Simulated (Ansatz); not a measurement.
**Several settings converged on a (110) slab of LuCd (cut from a parent of space group no. 221; 8 atoms in the cell)**

```
CELL_PARAMETERS angstrom
      3.62278     0.00000     0.00000
      0.00000     5.12339     0.00000
      0.00000     0.00000    21.68510
ATOMIC_POSITIONS crystal
  Lu 0.50000 0.75000 0.32280
  Cd 0.00000 0.25000 0.32280
  Lu 0.50000 0.25000 0.44093
  Cd 0.00000 0.75000 0.44093
  Lu 0.50000 0.75000 0.55907
  Cd 0.00000 0.25000 0.55907
  Lu 0.50000 0.25000 0.67720
  Cd 0.00000 0.75000 0.67720
```

Base method: PBEsol, default PAW files made with PBE (plane waves; Ansatz, a program for electronic structure).

Base settings: basis.ecutwfc = 420 eV; kpoints.mp_grid.grid = 5 3 1; hamiltonian.xc = pbesol; hamiltonian.pseudopotentials = {kind: paw} (the program's default PAW files); scf.occupations.method = fermi_dirac; scf.occupations.width = 0.1 eV.

The count of work is k-points × plane waves × bands × iterations; it is no time. Core times come from one kind of shared machine, to one figure; runs under 30 s give none.

**The vacuum**

The mesh stays at the base's, so the ladder's end is converged at best in this setting alone.

Only quantities that move along the ladder and can be compared are tabulated.

| vacuum between outermost atoms (Å) | free energy less the last step's (meV/atom) | largest difference of a force vector from the last step's (eV/Å) | count of work / last |
|---|---|---|---|
| 3.0 | -255.68 | 0.849 | 0.26 |
| 4.0 | -112.91 | 0.791 | 0.28 |
| 5.0 | -39.82 | 0.327 | 0.30 |
| 6.0 | -13.11 | 0.123 | 0.36 |
| 7.0 | -4.36 | 0.041 | 0.39 |
| 8.0 | -1.62 | 0.014 | 0.42 |
| 10.0 | -0.25 | 0.002 | 0.47 |
| 12.0 | -0.03 | 0.000 | 0.52 |
| 14.0 | 0.00 | 0.000 | 0.58 |
| 17.0 | 0.00 | 0.000 | 0.66 |
| 20.0 | 0.00 | 0.000 | 0.73 |
| 25.0 | 0.00 | 0.000 | 0.87 |
| 30.0 | 0.00 | 0.000 | 1.0 |

Smallest vacuum between outermost atoms (Å) that holds the forces within 0.02 eV/Å of the last step, with all finer ones: 8.0, at 0.42 of the last step's count of work; the step before is off by 0.041 eV/Å.

Smallest vacuum between outermost atoms (Å) that holds the free energy within 2 meV/atom of the last step, with all finer ones: 8.0, at 0.42 of the last step's count of work; the step before is off by 4.4 meV/atom.

**The k-point mesh**

Only quantities that move along the ladder and can be compared are tabulated.

| kpoints.mp_grid.grid | free energy less the last step's (meV/atom) | largest difference of a force vector from the last step's (eV/Å) | count of work / last | core time / last (rough) |
|---|---|---|---|---|
| 2 2 1 | -115.06 | 0.304 | 0.037 | – |
| 3 2 1 | 74.85 | 0.308 | 0.041 | – |
| 4 3 1 | 21.10 | 0.098 | 0.056 | – |
| 5 3 1 | 8.18 | 0.093 | 0.061 | – |
| 5 4 1 | 2.70 | 0.057 | 0.083 | 0.1 |
| 6 4 1 | 0.91 | 0.071 | 0.11 | 0.2 |
| 7 5 1 | -2.45 | 0.031 | 0.11 | 0.1 |
| 8 6 1 | -0.59 | 0.014 | 0.19 | 0.2 |
| 9 7 1 | 0.70 | 0.006 | 0.19 | 0.2 |
| 11 8 1 | -0.23 | 0.002 | 0.28 | 0.3 |
| 12 9 1 | 0.10 | 0.001 | 0.32 | 0.3 |
| 15 10 1 | 0.00 | 0.002 | 0.44 | 0.4 |
| 17 12 1 | 0.01 | 0.001 | 0.58 | 0.6 |
| 20 14 1 | 0.03 | 0.000 | 0.81 | 0.8 |
| 23 17 1 | 0.00 | 0.000 | 1.0 | 1 |

Coarsest kpoints.mp_grid.grid that holds the free energy within 0.5 meV/atom of the last step, with all finer ones: 11 8 1, at 0.28 of the last step's count of work and about 0.3 of the last step's time; the step before is off by 0.70 meV/atom.

Coarsest kpoints.mp_grid.grid that holds the forces within 0.01 eV/Å of the last step, with all finer ones: 9 7 1, at 0.19 of the last step's count of work and about 0.2 of the last step's time; the step before is off by 0.014 eV/Å.

**The plane-wave cutoff**

The mesh stays at the base's, so the ladder's end is converged at best in this setting alone.

Only quantities that move along the ladder and can be compared are tabulated.

| basis.ecutwfc | free energy less the last step's (meV/atom) | largest difference of a force vector from the last step's (eV/Å) | count of work / last |
|---|---|---|---|
| 210 eV | 7131.59 | 0.133 | 0.15 |
| 250 eV | 1209.41 | 0.010 | 0.18 |
| 295 eV | 110.84 | 0.011 | 0.23 |
| 355 eV | 4.68 | 0.001 | 0.30 |
| 420 eV | 1.50 | 0.000 | 0.39 |
| 505 eV | 0.42 | 0.000 | 0.51 |
| 630 eV | 0.17 | 0.000 | 0.72 |
| 840 eV | 0.00 | 0.000 | 1.0 |

Coarsest basis.ecutwfc that holds the forces within 0.005 eV/Å of the last step, with all finer ones: 355 eV, at 0.30 of the last step's count of work; the step before is off by 0.011 eV/Å.

Coarsest basis.ecutwfc that holds the free energy within 1 meV/atom of the last step, with all finer ones: 505 eV; the step before is off by 1.5 meV/atom.

On the base run: the starting cell comes from a database of computed structures (which also holds hypothetical and non-ambient phases and stackings), without a prior relaxation at this level. The slab is cut from that crystal, and its faces are unrelaxed. Its lattice was rescaled by up to half a per cent. Without a gap this mesh is coarse (it stands for a supercell whose shortest in-plane vector is 15 Å).

Keys are those of Ansatz 0.2.
